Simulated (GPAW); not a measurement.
GPAW is run on Se (P3_121, 3 atoms in the cell), and the run fails. The aim is a self-consistent single point with DFT PBE, plane waves, GPAW PAW datasets PBE (gpaw-data 1.0.1).

Cell that was meant: a = 4.5048 Å, b = 4.5048 Å, c = 4.9788 Å, α = 90.00°, β = 90.00°, γ = 120.00°.

Part of the input:

```python
            nbands=-6,
            convergence={'bands': -4},
            symmetry={'symmorphic': False, 'tolerance': 0.0005},
            maxiter=8,
            txt='-')

atoms.calc = calc
```

Output, abridged:

```
     iter     time        total  log10-change:
                         energy   eigst   dens
iter:   1 --:--:--   -10.524903   -0.01
iter:   2 --:--:--   -10.528725   -1.42  -1.08
iter:   3 --:--:--   -10.459477   -2.22  -1.11
iter:   4 --:--:--   -10.461799   -2.80  -1.55
iter:   5 --:--:--   -10.454896c  -3.38  -2.01
iter:   6 --:--:--   -10.455667c  -4.47  -2.49
iter:   7 --:--:--   -10.454927c  -4.47  -2.37
iter:   8 --:--:--   -10.454741c  -4.71  -2.79

Did not converge!

Here are some tips:

1) Make sure the geometry and spin-state is physically sound.
2) Use less aggressive density mixing.
3) Solve the eigenvalue problem more accurately at each scf-step.
4) Use a smoother distribution function for the occupation numbers.
5) Try adding more empty states.
6) Use enough k-points.
7) Don't let your structure optimization algorithm take too large steps.
8) Solve the Poisson equation more accurately.
9) Better initial guess for the wave functions.

See details here:

    https://gpaw.readthedocs.io/documentation/convergence.html
Traceback (most recent call last):
   [... frames left out ...]
gpaw.KohnShamConvergenceError: Did not converge!  See text output for help.
```

Task: What caused this, and what should be changed?

Result: The fault is an iteration limit that is too low. The loop is cut before its threshold is met, so whatever is printed at the end is not self-consistent. To fix it, raise the limit, or leave it to the default. The run ended unconverged after 8 iterations.

An input that runs soundly differs in these lines (not the only fix; some lines may just follow from the change or write a value another way):
```diff
-            maxiter=8,
+            maxiter=120,
```

With that input, the run converged in 13 iterations: free energy E − TS (from the program's reference atoms) -10.4547 eV; top of the valence band (on the code's own zero) 3.61 eV; gap on the k-point mesh 1.49 eV; pressure 1.48 GPa; largest force (vector length) 0.307 eV/Å (DFT PBE, plane waves, GPAW PAW datasets PBE (gpaw-data 1.0.1)).

On the sound input: the starting cell comes from a database of computed structures (which also holds hypothetical and non-ambient phases and stackings), without a prior relaxation at this level.
